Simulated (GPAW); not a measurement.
GPAW run on Na2AlGe2 (P4/mmm, 5 atoms in the cell): self-consistent single point.

Computed with PBEsol, GPAW PAW datasets PBEsol (made by gpaw-setup) (plane waves; GPAW).

The change in words: lattice scaled by 0.98. Reference geometry:
```
CELL_PARAMETERS angstrom
      2.93429     0.00000     0.00000
      0.00000     2.93429     0.00000
      0.00000     0.00000    14.29703
ATOMIC_POSITIONS crystal
  Na 0.50000 0.50000 0.61045
  Na 0.50000 0.50000 0.38955
  Al 0.50000 0.50000 0.00000
  Ge 0.50000 0.50000 0.18303
  Ge 0.50000 0.50000 0.81697
```

Reference input (self-consistent single point, DFT PBEsol, plane waves, GPAW PAW datasets PBEsol (made by gpaw-setup)): mode = pw; ecut = 850 eV; xc = PBEsol; kpts = 8 8 2; mesh shift (steps) = 0 0 0; occupations.name = methfessel-paxton; occupations.width = 0.05 eV; occupations.order = 0; nbands = -9; convergence.forces = 0.001 eV/Å; symmetry.symmorphic = false; symmetry.tolerance = 0.0005. This run's input differs from it in these lines:

```diff
@@ -5,10 +5,10 @@
 atoms = Atoms(['Na', 'Na', 'Al', 'Ge', 'Ge'],
-              cell=[[2.934291, 0.000000, 0.000000],
-                    [0.000000, 2.934291, 0.000000],
-                    [0.000000, 0.000000, 14.297027]],
-              positions=[[1.467145, 1.467145, 8.727620],
-                         [1.467145, 1.467145, 5.569407],
-                         [1.467145, 1.467145, 0.000000],
-                         [1.467145, 1.467145, 2.616785],
-                         [1.467145, 1.467145, 11.680242]],
+              cell=[[2.875605, 0.000000, 0.000000],
+                    [0.000000, 2.875605, 0.000000],
+                    [0.000000, 0.000000, 14.011086]],
+              positions=[[1.437803, 1.437803, 8.553067],
+                         [1.437803, 1.437803, 5.458019],
+                         [1.437803, 1.437803, 0.000000],
+                         [1.437803, 1.437803, 2.564449],
+                         [1.437803, 1.437803, 11.446637]],
               pbc=True)
```

Output (repeated stretches shortened):

```
     iter     time        total  log10-change:
                         energy   eigst   dens  force
iter:   1 --:--:--   -16.248968
iter:   2 --:--:--   -15.316571   -1.70  -1.03
iter:   3 --:--:--   -15.266750   -2.97  -1.27
iter:   4 --:--:--   -15.237061   -2.77  -1.32
iter:   5 --:--:--   -15.207169   -3.59  -1.53
iter:   6 --:--:--   -15.188370   -3.39  -1.68
iter:   7 --:--:--   -15.176600   -4.06  -1.99
iter:   8 --:--:--   -15.176128c  -5.35  -2.44
iter:   9 --:--:--   -15.175798c  -5.17  -2.47
iter:  10 --:--:--   -15.175258c  -4.67  -2.60
iter:  11 --:--:--   -15.175204c  -6.17  -3.12
iter:  12 --:--:--   -15.175171c  -5.85  -3.16
iter:  13 --:--:--   -15.175164c  -7.34  -3.41
iter:  14 --:--:--   -15.175153c  -7.01  -3.49
iter:  15 --:--:--   -15.175152c  -7.47c -4.06c
iter:  16 --:--:--   -15.175151c  -8.80c -4.20c -3.21c
Converged after 16 iterations.

Dipole moment: (0.000008, 0.000008, -0.000000) |e|*Ang

Energy contributions relative to reference atoms: (reference = -129517.612645)

Kinetic:        +20.011283
Potential:      -16.412753
External:        +0.000000
XC:             -18.695204
Entropy (-ST):   -0.002724
Local:           -0.077115
SIC:             +0.000000
--------------------------
Free energy:    -15.176513
Extrapolated:   -15.175151

Showing only first 2 kpts
 Kpt  Band  Eigenvalues  Occupancy
  0    10      0.28749    2.00000
  0    11      2.90222    2.00000
  0    12      3.46542    2.00000
  0    13      7.66417    0.00000

  1    10      0.99311    2.00000
  1    11      1.70172    2.00000
  1    12      4.97855    0.00000
  1    13      5.88810    0.00000

Fermi level: 3.75159

No gap
   [... lines left out ...]
Energy (eV): -15.175151

Forces in eV/Ang:
  0 Na    0.00000   -0.00000    0.07697
  1 Na    0.00000   -0.00000   -0.07697
  2 Al    0.00000    0.00000    0.00000
  3 Ge    0.00000    0.00000   -0.07113
  4 Ge   -0.00000   -0.00000    0.07113

Stress tensor:
     0.006860     0.000000     0.000000
     0.000000     0.006860     0.000000
     0.000000     0.000000    -0.004155
Stress (GPa, Voigt): [ 1.0991  1.0991 -0.6656  0.      0.      0.    ]
```

The run converged in 16 iterations. GPAW prints stress with tension positive. Against the reference run the free energy goes down by 13.3 meV/atom, the pressure goes from -2.27 to -0.51 GPa and the largest force goes from 0.225 to 0.077 eV/Å.

The starting cell comes from a database of computed structures (which also holds hypothetical and non-ambient phases and stackings), without a prior relaxation at this level. Its lattice was rescaled by a random factor within 2.5 % of one. For this run, on top of that: lattice scaled by 0.98.

Cost on one core of a shared machine: roughly 60 s.
